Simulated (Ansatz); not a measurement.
HfC (model structure, started from the WC type, P-6m2, No. 187, 2 atoms in the cell) was calculated with PBEsol in Ansatz (plane waves, PAW).

Run with plane-wave cutoff 520 eV, 24×24×18 k mesh (along the axes of the cell as run), Fermi–Dirac smearing 0.05 eV, scalar-relativistic PAW data made under PBE.

Cell (relaxed at this level):

```xyz
2
Lattice="3.2007 0.0000 0.0000 -1.6003 2.7719 0.0000 0.0000 0.0000 2.8887" Properties=species:S:1:pos:R:3 pbc="T T T"
Hf     0.0000     0.0000     0.0000
C      1.6003     0.9240     1.4443
```

Task: Estimate the bulk modulus B0 that the calculation returns.

Result: 
bulk modulus B0: 211 GPa

The run finds no gap.

Note: the bulk modulus is −V dP/dV from two relaxed cells at ±2 % in volume; the relaxation could raise the start's symmetry but not lower it, so the cell can be a saddle point.

Spin–orbit coupling is not included; it can open a gap where bands touch, and shift volumes and moduli.

The computed numbers hold no vibrational or temperature effects.

The result took roughly 70 core-seconds.

A model structure was made by putting elements into a prototype or built by hand; it is no filed structure, need not be a known phase, and can be a saddle point held by its symmetry.

Ansatz is a program for electronic structure.
